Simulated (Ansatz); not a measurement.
# TiN in the rock salt structure (space group Fm-3m, No. 225)

```
CELL_PARAMETERS angstrom
      0.00000     2.12337     2.12337
      2.12337     0.00000     2.12337
      2.12337     2.12337     0.00000
ATOMIC_POSITIONS crystal
  N  0.00000 0.00000 0.00000
  Ti 0.50000 0.50000 0.50000
```

The values are results of PBE in Ansatz (plane waves to 420 eV, PAW, without spin-orbit coupling), earlier PAW set, not measurements. k-mesh 19×19×19 (Γ-centred); smearing 0.05 eV (Fermi–Dirac).

```yaml
volume_per_atom: 9.57 Å³
density: 5.37 g/cm³
band_gap: zero
total_energy: -1443.554 eV/atom (σ→0; compares only within this code and set-up)
```

Whether these cells are dynamically stable was not tested. The final runs are not spin-polarised. An odd electron count without spin: TiN.

Ansatz is a program for electronic structure.
